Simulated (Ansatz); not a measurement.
## Pressure series in KI

The parent structure is KI in the rock salt structure (space group Fm-3m, No. 225).

```yaml
crystal:
  lattice:
    - [0.00000, 3.59063, 3.59063]
    - [3.59063, 0.00000, 3.59063]
    - [3.59063, 3.59063, 0.00000]
  atoms:
    - { symbol: I, position: [0.00000, 0.00000, 0.00000] }
    - { symbol: K, position: [0.50000, 0.50000, 0.50000] }
```

Cell and atoms are relaxed at each pressure.

The values are results of PBE in Ansatz (plane waves to 420 eV, PAW, no SOC), not measurements.

Candidates:
(a) pressure 100 GPa
(b) pressure 50 GPa
(c) pressure 15 GPa

For the base:

```
Quantity   Result
--------  -------
Band gap  3.86 eV
```

Question: Order them by band gap, highest first.

Answer: (c) pressure 15 GPa (3.78 eV), (b) pressure 50 GPa (2.14 eV), (a) pressure 100 GPa (0.51 eV)

With I present, leaving out spin-orbit coupling can change the band edges. Load acts through the strain it causes; cell and atoms are relaxed under it. Whether these cells are dynamically stable was not tested. Competing high-pressure phases were not computed.

Ansatz is a program for electronic structure.
